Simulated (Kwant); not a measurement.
Model system: GaN/Al0.2Ga0.8N stack with 2 barriers. One parabolic valley. Leads of mass 0.2 mₑ with the band edge at 0; grid 0.1 nm; bias swept from 0.014 to 0.4369 V, dropping linearly over the stack. Emitter Fermi level 0.04 eV, 4 K, equal in the collector.

| layer | thickness (nm) | band offset (eV) | mass (mₑ) |
|---|---|---|---|
| 1 | 1 | 0.35 | 0.22 |
| 2 | 5.1 | 0 | 0.2 |
| 3 | 1 | 0.35 | 0.22 |

Constants are typed, rounded textbook-type inputs, not results; the design itself was drawn at random and stands for no fabricated device.

Model: one-band effective-mass tight-binding model in one dimension, coherent, no space charge, current by the Tsu-Esaki formula (Kwant).

Sweep values stay those of the base run.

The height of the first barrier was swept, all else fixed.

```
height of the first barrier (eV)  J (A/cm²) at bias = 0.3312 V  peak-to-valley ratio  J (A/cm²) at bias = 0.4369 V  first peak current (A/cm²)
--------------------------------  ----------------------------  --------------------  ----------------------------  --------------------------
0.21                                                    727000                   9.9                        200000                      552000
0.28                                                    580000                    12                        126000                      397000
0.35                                                    436000                    14                         83900                      281000
0.42                                                    321000                    15                         58000                      200000
```

From the first row to the last the J at bias = 0.3312 V goes from 727000 to 321000. From the first row to the last the peak-to-valley ratio goes from 9.9 to 15.
